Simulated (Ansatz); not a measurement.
Start from Sr in the fcc (Cu type) structure (space group Fm-3m, No. 225; a = 5.923 Å).

All numbers come from PBEsol (Ansatz, a program for electronic structure; PAW; 420 eV plane waves; no SOC), earlier PAW set.

For the base:

- Volume per atom: 51.94 Å³

Now apply this change: full substitution Sr → Ca, then cell and atoms are relaxed.

Tabulated Pauling electronegativity and covalent radius: Sr 0.95, 1.95 Å; Ca 1.00, 1.76 Å.

Task: What does the calculation give for the volume per atom after the change?

Result: The volume per atom shrinks by 11.36 Å³, from 51.94 Å³ to 40.58 Å³.

Whether these cells are dynamically stable was not tested.
